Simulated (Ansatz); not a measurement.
Structures of equal composition on the (111) surface of fcc Au: a layer of Cr in place of the second plane; a layer of Cr in place of the third plane. The slabs share one bottom face, and each structure is named by its start. These are constructed structures in small cells; real faces may alloy, dewet or reconstruct in larger ones, and not all known structures of the face are among them. Slabs of about 12 Å with all that they carry, Fermi-Dirac smearing of 0.1 eV. Bottom of the slabs: a bare face, its two planes held. Relaxed from the named starts with such symmetry as they have, on meshes of like density; energies extrapolated to zero smearing; no spin-orbit coupling, no U. Spin-polarised runs, if any, are marked in brackets, and their order is one that fits the cell; the others ran without spin.

Calculation: PBE (plane waves to 420 eV, PAW; Ansatz, a quantum-chemistry and plane-wave program).

Task: Put the candidates in order of energy per 1x1 cell, lowest first, for PBE.

Result: a layer of Cr in place of the third plane (0.000 eV [spin, 3.5 μB a cell]), a layer of Cr in place of the second plane (0.062 eV [spin, 3.9 μB a cell])
